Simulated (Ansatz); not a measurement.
Take CaO in the rock salt structure (space group Fm-3m, No. 225) as the base.

```
CELL_PARAMETERS angstrom
      0.00000     2.41535     2.41535
      2.41535     0.00000     2.41535
      2.41535     2.41535     0.00000
ATOMIC_POSITIONS crystal
  O  0.00000 0.00000 0.00000
  Ca 0.50000 0.50000 0.50000
```

Method: DFT with PBE, PAW potentials and a 420 eV plane-wave cutoff in Ansatz (a quantum-chemistry and plane-wave program), spin-orbit coupling left out.

For the base:

```
Item        Result
--------  --------
Pressure  0.01 GPa
```

It is then changed as follows: the cell is scaled by 1.0062 in all directions, atoms relaxed at fixed cell.

Question: What does the calculation give for the energy relative to the base after the change?

Answer: The energy goes up by 1.6 meV/atom.

Question: Estimate the effect on the pressure.

Answer: The pressure decreases by 1.88 GPa, from 0.01 GPa to -1.87 GPa.

The cells carry an imposed strain or load. No phonon test of stability was made.
